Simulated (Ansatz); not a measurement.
## The (33-61) surface of hcp Ti in its 1x1 cell, outermost plane spacing 0.24 Å in the ideal cut

These are PBE (plane waves to 420 eV, PAW; Ansatz, a first-principles code) values and carry that method's errors.

Slab: 44 atoms, 10.5 Å thick at the start (thin: gaps and levels are the slab's own); k 8x3x1, smearing 0.1 eV, dipole-corrected; all atoms relaxed; held to the start's symmetry, so lower structures may exist; no spin, no spin-orbit, no U.

```
Item                                                    Value
-----------------------------  ------------------------------
work function of the top face                         3.33 eV
energy released by relaxation                         1.57 eV
cost                           around 60 core-minutes (rough)
```
